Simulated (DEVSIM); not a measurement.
System: CdTe p-n junction from an implanted or diffused profile, at 300 K.

| layer (left to right) | material | thickness (μm) | Nd (cm⁻³) | τn (s) | τp (s) |
|---|---|---|---|---|---|
| 1 | CdTe | 170 | 2.1e15 | 5.5e-9 | 5.5e-9 |

Added acceptor profile: 2.8e17 cm⁻³ × exp(−(x − 0.1 μm)²/(2·(0.059 μm)²)). Left contact: ohmic. Right contact: ohmic. Voltage is applied to the left contact. Recombination: SRH at mid-gap, radiative. Mobility is μmin + (μ − μmin)/(1 + (N/Nref)^α).

The device is made up for the run: typed textbook-type constants, with dimensions and the other settings drawn at random. Values at 300 K.

```csv
parameter,CdTe
gap (eV),1.5
affinity (eV),4.28
permittivity,10.2
Nc (cm⁻³),8e17
Nv (cm⁻³),1.8e19
μn (cm²/Vs),1000
μp (cm²/Vs),80
"μn,min",100
"μp,min",10
"Nref,n",1e17
"Nref,p",1e17
αn,0.6
αp,0.6
B (cm³/s),1e-10
```

Model (solved in DEVSIM): 1D drift-diffusion, Boltzmann statistics, complete ionisation; no tunnelling, impact ionisation, image-force lowering or self-heating.

The peak of the profile was swept, all else fixed.

```csv
peak of the profile (cm^-3),potential step across the device at zero bias (V),dark forward voltage at 1 A/cm² (V)
2.8e16,1.132,1.063
5.6e16,1.156,1.084
1.4e17,1.182,1.101
2.8e17,1.201,1.111
5.6e17,1.219,___
```

**Question.** Fill in the missing entries.

**Answer.** 
- 5.6e17, dark forward voltage at 1 A/cm² (V): 1.116
